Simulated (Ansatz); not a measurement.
Take RbBr in the rock salt structure (space group Fm-3m, No. 225) as the base.

```xyz
2
Lattice="0.0000 3.4216 3.4216 3.4216 0.0000 3.4216 3.4216 3.4216 0.0000" Properties=species:S:1:pos:R:3 pbc="T T T"
Rb     0.0000     0.0000     0.0000
Br     3.4216     3.4216     3.4216
```

Cartesian axes are those of the cell as printed.

The values are results of PBEsol (Ansatz, a program for electronic structure), without spin-orbit coupling, not measurements.

Strains are applied to the cell and any free atomic positions relax; under biaxial strain the out-of-plane vector relaxes too.

One change was made to it. Results:

```json
[
 {"quantity": "energy relative to the base (free energy F)", "base": "0 meV/atom", "after": "+0.7 meV/atom"},
 {"quantity": "pressure (mean of the normal stresses, compression positive)", "base": "0.01 GPa", "after": "0.15 GPa"},
 {"quantity": "valence-band top at Γ (three highest levels, from the VBM)", "base": "0.00, 0.00, 0.00 eV", "after": "0.00, 0.00, -0.05 eV"}
]
```

Task: What was done to the base?
A) biaxial strain −1.25 %, plane normal [111], relaxed out of plane
B) biaxial strain +2.50 %, plane normal [111], relaxed out of plane
C) biaxial strain +2.08 %, plane normal [111], relaxed out of plane
D) biaxial strain −2.50 %, plane normal [111], relaxed out of plane

Result: A, biaxial strain −1.25 %, plane normal [111], relaxed out of plane. For comparison, the valence-band top at Γ in the other runs: biaxial strain +2.50 %, plane normal [111], relaxed out of plane gives 0.00, -0.08, -0.08 eV; biaxial strain +2.08 %, plane normal [111], relaxed out of plane gives 0.00, -0.07, -0.07 eV; biaxial strain −2.50 %, plane normal [111], relaxed out of plane gives 0.00, 0.00, -0.09 eV.

The levels and masses belong to the bands next to the band gap. Whether these cells are dynamically stable was not tested.
